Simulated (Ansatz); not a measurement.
Base system: CdSe in the zinc blende structure (space group F-43m, No. 216; a = 6.0816 Å). Axes: x, y, z lie along the cube axes.

Method: PBEsol (Ansatz, a quantum-chemistry and plane-wave program; PAW; 420 eV plane waves; no SOC).

For the base:

- Shortest interatomic distance = 2.633 Å

One thing is altered: a pure shear with ε_xy = ε_yx = 0.0029, atoms relaxed at fixed cell.

How does this affect the stress and shortest interatomic distance?

The stress (xx, yy, zz, yz, xz, xy; compression positive) amounts to (0.00, 0.00, 0.00, 0.00, 0.00, -0.14) GPa; the shortest interatomic distance hardly moves (2.633 Å against 2.632 Å).

The cells carry an imposed strain or load. Stability against distortions was not tested.
